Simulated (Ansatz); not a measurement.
SrO (P6₃/mmc, No. 194, 4 atoms in the cell; start mp-754824; a measured phase of this formula has another space group) was calculated with HSE06 in Ansatz (PAW).

Settings: plane-wave cutoff 520 eV, 6×6×6 k mesh, scalar-relativistic PAW data made under PBE.

Computed at the level's own relaxed cell.

```xyz
4
Lattice="4.2629 0.0000 0.0000 -2.1315 3.6918 0.0000 0.0000 0.0000 5.1381" Properties=species:S:1:pos:R:3 pbc="T T T"
Sr     0.0000     2.4612     4.8170
Sr     2.1315     1.2306     2.2480
O      0.0000     2.4612     2.2479
O      2.1315     1.2306     4.8169
```

### Question
Give the elastic tensor (Voigt notation, GPa, ions relaxed, in the Cartesian axes of the cell as printed).

### Answer

```
   98.4    75.5    42.9     0.0     0.0     0.0
   75.5    98.4    42.9     0.0     0.0     0.0
   42.9    42.9   154.7     0.0     0.0     0.0
    0.0     0.0     0.0    46.7     0.0     0.0
    0.0     0.0     0.0     0.0    46.7     0.0
    0.0     0.0     0.0     0.0     0.0    11.4
```

Note: the relaxation could not lower the start's symmetry, so the cell can be a saddle point above a distorted one.

The computed numbers hold no vibrational or temperature effects.

A start named mp-… is a Materials Project structure, which need not be a measured phase.

Ansatz is a quantum-chemistry and plane-wave program.
